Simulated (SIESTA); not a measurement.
Input and output of a self-consistent single point for GaP (F-43m, 2 atoms in the cell) (SIESTA).

Computed with GGA PBE, numerical atomic orbitals DZP, PseudoDojo PBE standard norm-conserving potentials (rewritten from UPF to PSML) (SIESTA).

The change in words: lattice scaled by 0.98. Reference geometry:
```xyz
2
Lattice="0.0000 2.7798 2.7798 2.7798 0.0000 2.7798 2.7798 2.7798 0.0000" Properties=species:S:1:pos:R:3 pbc="T T T"
Ga     0.0000     0.0000     0.0000
P      1.3899     1.3899     1.3899
```

Reference input (self-consistent single point, DFT, GGA PBE, numerical atomic orbitals DZP, PseudoDojo PBE standard norm-conserving potentials (rewritten from UPF to PSML)): XC.functional = GGA; XC.authors = PBE; potentials = PseudoDojo PBE standard; PAO.BasisSize = DZP; PAO.EnergyShift = 0.01 Ry; MeshCutoff = 400 Ry; kgrid.MonkhorstPack = 5 5 5; OccupationFunction = FD; ElectronicTemperature = 10 K; MaxSCFIterations = 150; SCF.Mixer.Method = Pulay; SCF.Mixer.Weight = 0.2. This run's input differs from it in these lines:

```diff
@@ -12,5 +12,5 @@
 %block LatticeVectors
-     0.000000000    2.779781000    2.779781000
-     2.779781000    0.000000000    2.779781000
-     2.779781000    2.779781000    0.000000000
+     0.000000000    2.724185000    2.724185000
+     2.724185000    0.000000000    2.724185000
+     2.724185000    2.724185000    0.000000000
 %endblock LatticeVectors
@@ -19,3 +19,3 @@
      0.000000000    0.000000000    0.000000000  1
-     1.389890500    1.389890500    1.389890500  2
+     1.362092500    1.362092500    1.362092500  2
 %endblock AtomicCoordinatesAndAtomicSpecies
```

Output, abridged:

```
        iscf     Eharris(eV)        E_KS(eV)     FreeEng(eV)     dDmax    Ef(eV) dHmax(eV)
   scf:    1    -2267.707559    -2268.684993    -2268.684993  1.676586 -2.872024  4.103179
   scf:    2    -2269.095994    -2268.904739    -2268.904739  0.021381 -3.363716  2.684955
   scf:    3    -2269.078187    -2269.024287    -2269.024287  0.032617 -3.588774  0.351575
   scf:    4    -2269.030292    -2269.027750    -2269.027750  0.013899 -2.892024  0.036143
   scf:    5    -2269.027653    -2269.027718    -2269.027718  0.002890 -3.828834  0.080411
   scf:    6    -2269.027848    -2269.027789    -2269.027789  0.002623 -2.871908  0.001786
   scf:    7    -2269.027789    -2269.027789    -2269.027789  0.000162 -2.872949  0.004066
   scf:    8    -2269.027790    -2269.027789    -2269.027789  0.000088 -2.870016  0.000361
SCF Convergence by DM+H criterion
max |DM_out - DM_in|         :     0.0000882527
max |H_out - H_in|      (eV) :     0.0003613745
SCF cycle converged after 8 iterations

Using DM_out to compute the final energy and forces

siesta: E_KS(eV) =            -2269.0278

siesta: E_KS - E_eggbox =     -2269.0278

siesta: Atomic forces (eV/Ang):
     1    0.000300    0.000300    0.000300
     2   -0.000300   -0.000300   -0.000300
   Tot   -0.000000   -0.000000   -0.000000
   Max    0.000300
   Res    0.000300    sqrt( Sum f_i^2 / 3N )
   Max    0.000300    constrained

Stress tensor Voigt[x,y,z,yz,xz,xy] (kbar):      -20.42      -20.42      -20.42       -0.25       -0.25       -0.25
(Free)E + p*V (eV/cell)    -2268.5126
Target enthalpy (eV/cell)    -2269.0278

siesta: Program's energy decomposition (eV):
siesta: FreeEng =     -2269.027789

   [... lines left out ...]
siesta:    -0.012742   -0.000157   -0.000157
siesta:    -0.000157   -0.012742   -0.000157
siesta:    -0.000157   -0.000157   -0.012742

siesta: Cell volume =         40.433356 Ang**3

siesta: Pressure (static):
siesta:                Solid            Molecule  Units
siesta:           0.00013878          0.00013889  Ry/Bohr**3
siesta:           0.01274244          0.01275253  eV/Ang**3
siesta:          20.41563877         20.43181238  kBar
```

The run converged in 8 iterations. Against the reference run the free energy goes down by 4.0 meV/atom, the pressure goes from -2.63 to 2.04 GPa and the gap on the mesh goes from 1.441 to 1.544 eV.

The starting cell comes from a database of computed structures (which also holds hypothetical and non-ambient phases and stackings), without a prior relaxation at this level. Its lattice was rescaled by a random factor within 2.5 % of one. For this run, on top of that: lattice scaled by 0.98. Values carry the incompleteness of an atom-centred basis.
